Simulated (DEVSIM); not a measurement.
System: illuminated Si n-on-p cell, one wavelength, at 300 K.

Layer 1 from the left is Si, thickness (μm) 0.0880, Nd (cm⁻³) 1.3e18, τn (s) 2e-8, τp (s) 5.8e-9, absorption coefficient (cm⁻¹) 4900. Layer 2 from the left is Si, thickness (μm) 110, Na (cm⁻³) 1.7e15, τn (s) 1.1e-7, τp (s) 1.1e-7, absorption coefficient (cm⁻¹) 4900.

Left contact: ohmic, minority hole recombination velocity 8000 cm/s. Right contact: ohmic, minority electron recombination velocity 2e6 cm/s. Voltage is applied to the left contact. Recombination: SRH at mid-gap, radiative, Auger. Light enters at the left, 5.4e16 photons cm⁻² s⁻¹, one pass, no reflection. Mobility is μmin + (μ − μmin)/(1 + (N/Nref)^α).

Constants are typed, rounded textbook-type inputs, not results; the design itself was drawn at random and stands for no fabricated device. Values at 300 K.

Si: gap (eV) 1.124, affinity (eV) 4.05, permittivity 11.7, Nc (cm⁻³) 2.86e19, Nv (cm⁻³) 3.1e19, μn (cm²/Vs) 1417, μp (cm²/Vs) 470, μn,min 52, μp,min 45, Nref,n 9.7e16, Nref,p 2.2e17, αn 0.68, αp 0.72, B (cm³/s) 4.7e-15, Cn (cm⁶/s) 2.8e-31, Cp (cm⁶/s) 9.9e-32.

Simulated with DEVSIM: 1D drift-diffusion, Boltzmann statistics, complete ionisation; no tunnelling, impact ionisation, image-force lowering or self-heating.

Task: What does the simulation give for the largest field in the device at zero bias, the short-circuit current?

Result: largest field in the device at zero bias 64000 V/cm; short-circuit current 8.10 mA/cm².
